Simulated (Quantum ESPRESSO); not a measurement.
Worked example: self-consistent single point of ZrMnF6 (P1, 8 atoms in the cell) in Quantum ESPRESSO.

Method of the run: PBEsol, GBRV 1.5 ultrasoft (PBESOL) pseudopotentials (plane waves; Quantum ESPRESSO).

The change in words: atoms moved at random. Reference geometry:
```xyz
8
Lattice="0.0000 4.1356 4.1356 4.1356 0.0000 4.1356 4.1356 4.1356 0.0000" Properties=species:S:1:pos:R:3 pbc="T T T"
Zr     4.1356     4.1356     4.1356
Mn     0.0000     0.0000     0.0000
F      2.1092     4.1356     4.1356
F      6.1620     4.1356     4.1356
F      4.1356     2.1092     4.1356
F      4.1356     6.1620     4.1356
F      4.1356     4.1356     2.1092
F      4.1356     4.1356     6.1620
```
Moments meant for the start (each program seeds them in its own way; μB, in the order of the atoms Zr Mn F F F F F F): 0.0 4.0 0.0 0.0 0.0 0.0 0.0 0.0.

Reference input (self-consistent single point, DFT, PBEsol, plane waves, GBRV 1.5 ultrasoft (PBESOL) pseudopotentials): ecutwfc = 50 Ry; ecutrho = 400 Ry; occupations = smearing; smearing = fermi-dirac; degauss = 0.00147 Ry; nspin = 2; potentials = {Zr: zr_pbesol_v1.uspp.F.UPF, Mn: mn_pbesol_v1.5.uspp.F.UPF, F: f_pbesol_v1.4.uspp.F.UPF}; K_POINTS = automatic 4 4 4 0 0 0; conv_thr = 1e-11 Ry; mixing_beta = 0.3. This run's input differs from it in these lines:

```diff
@@ -30,10 +30,10 @@
 ATOMIC_POSITIONS {crystal}
-Zr    0.5000000000    0.5000000000    0.5000000000
-Mn    0.0000000000    0.0000000000    0.0000000000
-F     0.7450000000    0.2550000000    0.2550000000
-F     0.2550000000    0.7450000000    0.7450000000
-F     0.2550000000    0.7450000000    0.2550000000
-F     0.7450000000    0.2550000000    0.7450000000
-F     0.2550000000    0.2550000000    0.7450000000
-F     0.7450000000    0.7450000000    0.2550000000
+Zr    0.5019410000    0.5050920000    0.4954630000
+Mn   -0.0164850000    0.0166650000   -0.0088960000
+F     0.7481510000    0.2512420000    0.2646780000
+F     0.2477160000    0.7354640000    0.7597240000
+F     0.2568900000    0.7396930000    0.2486530000
+F     0.7432670000    0.2466550000    0.7494000000
+F     0.2641480000    0.2550980000    0.7438460000
+F     0.7543720000    0.7500900000    0.2471320000
 K_POINTS {automatic}
```

Output, abridged:

```
     Self-consistent Calculation

     iteration #  1     ecut=    50.00 Ry     beta= 0.30

     negative rho (up, down):  3.130E-02 3.130E-02

     total energy              =    -602.03960582 Ry
     estimated scf accuracy    <       0.96419472 Ry

     total magnetization       =     5.00 Bohr mag/cell
     absolute magnetization    =     5.00 Bohr mag/cell

     iteration #  2     ecut=    50.00 Ry     beta= 0.30

     negative rho (up, down):  3.184E-02 3.186E-02

     total energy              =    -602.20229118 Ry
     estimated scf accuracy    <       0.06283328 Ry

     total magnetization       =     5.00 Bohr mag/cell
   [... lines left out ...]

     iteration # 16     ecut=    50.00 Ry     beta= 0.30

     negative rho (up, down):  3.281E-02 3.313E-02

     Magnetic moment per site  (integrated on atomic sphere of radius R)
     atom   1 (R=0.141)  charge=  7.1468  magn=  0.0252
     atom   2 (R=0.141)  charge= 12.1021  magn=  4.0594
     atom   3 (R=0.141)  charge=  6.5102  magn=  0.0285
     atom   4 (R=0.141)  charge=  6.4968  magn=  0.0281
     atom   5 (R=0.141)  charge=  6.4905  magn=  0.0216
     atom   6 (R=0.141)  charge=  6.5177  magn=  0.0396
     atom   7 (R=0.141)  charge=  6.5014  magn=  0.0254
     atom   8 (R=0.141)  charge=  6.5049  magn=  0.0335
     End of self-consistent calculation

     the Fermi energy is     5.1463 ev

!    total energy              =    -602.21722564 Ry
     estimated scf accuracy    <          9.1E-13 Ry
     smearing contrib. (-TS)   =      -0.00000000 Ry
     internal energy E=F+TS    =    -602.21722564 Ry

     total magnetization       =     5.00 Bohr mag/cell
     absolute magnetization    =     5.01 Bohr mag/cell

     convergence has been achieved in  16 iterations

     negative rho (up, down):  3.281E-02 3.313E-02

     Forces acting on atoms (cartesian axes, Ry/au):

     atom    1 type  1   force =     0.01798406   -0.01563386   -0.00101936
     atom    2 type  2   force =    -0.00683347    0.03228365    0.01179074
     atom    3 type  3   force =     0.00166283   -0.00203118    0.00266961
   [... lines left out ...]
     Total force =     0.070968     Total SCF correction =     0.000001
   [... lines left out ...]

     negative rho (up, down):  3.281E-02 3.313E-02
          total   stress  (Ry/bohr**3)                   (kbar)     P=      -25.42
  -0.00016486   0.00000140   0.00001193          -24.25        0.21        1.76
   0.00000140  -0.00016596   0.00000511            0.21      -24.41        0.75
   0.00001193   0.00000511  -0.00018763            1.76        0.75      -27.60

   JOB DONE.
```

The run converged in 16 iterations. Against the reference run the free energy goes up by 13.4 meV/atom, the pressure goes from -2.25 to -2.54 GPa, the largest force goes from 0.240 to 0.903 eV/Å, the gap on the mesh goes from 2.450 to 2.327 eV and the size of the net moment stays at 0.62 μB/atom.

The starting cell comes from a database of computed structures (which also holds hypothetical and non-ambient phases and stackings), without a prior relaxation at this level. Its lattice was rescaled by a random factor within 2.5 % of one. For this run, on top of that: atoms moved at random. With one magnetic atom in the cell only a parallel order is possible.

Cost on one core of a shared machine: roughly 6 min.
